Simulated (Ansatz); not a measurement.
**A computed series for SiC: response to strain**

Base system: SiC in the wurtzite structure (space group P6_3mc, No. 186; a = 3.056 Å, c = 5.016 Å). Axes: x lies along a and z along c of the hexagonal cell.

Strains are applied to the cell and any free atomic positions relax; under biaxial strain the out-of-plane vector relaxes too.

All numbers come from LDA/PAW in Ansatz (a quantum-chemistry and plane-wave program), without spin-orbit coupling.

Notes on the quantities. pressure: mean of the normal stresses, compression positive.

```json
[
 {"case": "base", "band gap": "2.13 eV", "pressure": "0.0 kbar", "volume per atom": "10.14 Å³"},
 {"case": "biaxial strain +0.60 %, plane normal [001], relaxed out of plane", "band gap": "2.20 eV", "pressure": "-24.4 kbar", "volume per atom": "10.25 Å³"},
 {"case": "biaxial strain +2.40 %, plane normal [001], relaxed out of plane", "band gap": "2.27 eV", "pressure": "-90.4 kbar", "volume per atom": "10.59 Å³"},
 {"case": "biaxial strain +3.00 %, plane normal [001], relaxed out of plane", "band gap": "___", "pressure": "___", "volume per atom": "___"}
]
```

Problem. Complete the table.

Solution. 
- biaxial strain +3.00 %, plane normal [001], relaxed out of plane, band gap: 2.25 eV
- biaxial strain +3.00 %, plane normal [001], relaxed out of plane, pressure: -110.1 kbar
- biaxial strain +3.00 %, plane normal [001], relaxed out of plane, volume per atom: 10.70 Å³

Whether these cells are dynamically stable was not tested.
